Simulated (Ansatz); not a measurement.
Sn_Si+V_C in 4H silicon carbide (the name describes the start): one set of geometries, relaxed with PBE, evaluated in Ansatz (PAW, plane waves to 420 eV, 500 eV under r2SCAN) with PBE, r2SCAN.

Cell and caveats: 96-site cell; 2×2×2 shifted k-points; start: the Si(k) site; C(h) 1.89 Å away; charged states image-corrected; no spin–orbit coupling; energies good to tenths of an eV; relaxed from one start, so a lower configuration may exist; flagged in the runs: a host whose relaxation on this sampling wasn't shown to rest.

```json
[
 {"quantity": "host gap (eV)", "PBE": "2.23", "r2SCAN": "2.59"},
 {"quantity": "ε(+2/+1) above the VBM (eV)", "PBE": "0.91", "r2SCAN": "not settled"},
 {"quantity": "ε(+1/0) above the VBM (eV)", "PBE": "1.33", "r2SCAN": "not settled"},
 {"quantity": "ε(0/−1) above the VBM (eV)", "PBE": "1.82", "r2SCAN": "not settled"},
 {"quantity": "largest moment on one atom at charge +1 (μB)", "PBE": "0.07", "r2SCAN": "0.08"},
 {"quantity": "largest moment on one atom at charge −1 (μB)", "PBE": "0.06", "r2SCAN": "0.07"}
]
```

PBE narrows the gap by 0.36 eV against r2SCAN, the highest level run.

Ansatz is a first-principles code.
